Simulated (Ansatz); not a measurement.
# A computed series for CdS: element substitutions

Start from CdS in the zinc blende structure (space group F-43m, No. 216; a = 5.8248 Å).

Each row replaces one element on all its sites; cell and atoms are relaxed.

The values are results of Ansatz (a first-principles code) PBEsol, no SOC, earlier PAW set, not measurements.

```csv
change,band gap,lattice parameter a
base,1.01 eV,11.007 bohr
S → Se,0.48 eV,11.494 bohr
Cd → Zn,2.08 eV,10.123 bohr
S → Si,zero,11.161 bohr
```

Whether these cells are dynamically stable was not tested. As relaxed here, CdSi is a hypothetical phase, not in the database extracts checked. All final runs are without spin polarisation.
